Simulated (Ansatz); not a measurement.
# BP (model structure, started from the WC type, P-6m2, No. 187, 2 atoms in the cell)

Calculation: r²SCAN+rVV10 in Ansatz (PAW).

Settings: plane-wave cutoff 560 eV, 24×24×20 k mesh (along the axes of the cell as run), Fermi–Dirac smearing 0.05 eV, scalar-relativistic PAW data made under PBE.

Cell (relaxed at this level):

```xyz
2
Lattice="3.0171 0.0000 0.0000 -1.5086 2.6129 0.0000 0.0000 0.0000 2.6269" Properties=species:S:1:pos:R:3 pbc="T T T"
B      0.0000     0.0000     0.0000
P      1.5086     0.8710     1.3134
```

```
Item      Value
--------  -----
band gap   none
```

Note: the relaxation could raise the start's symmetry but not lower it, so the cell can be a saddle point.

Computed values are for the static lattice.

It cost about 100 core-seconds (a rough figure) of CPU time.

A model structure was made by putting elements into a prototype or built by hand; it is no filed structure, need not be a known phase, and can be a saddle point held by its symmetry.

Ansatz is a first-principles code.
